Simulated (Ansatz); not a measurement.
In a double-walled tube, (5,5) carbon inside (10,10) carbon, spin-degenerate bands cross the Fermi level 4 times between Γ and the zone edge.

Level of theory: PBE+D3(BJ) (plane waves to 420 eV, PAW; Ansatz, a program for electronic structure). Mesh 1×1×30. No spin polarisation. Isolated but for its images some 11 Å away. An idealised model. Both parts are forced into one period, so they are strained to fit. Only distortions within the start's symmetry and period were free.

**Question.** What are the conductance and the two-terminal resistance of a perfect, endless piece?

**Answer.** Each crossing on the half of the zone with k > 0 has a partner at −k, so it gives one mode in each direction. Counting spin there are 8 modes, each carrying e²/h = 38.74 μS. G = 8 × 38.74 = 309.9 μS and R = 1/G = 3.23 kΩ, whatever the length. Scattering by phonons, roughness and contacts can only raise R.
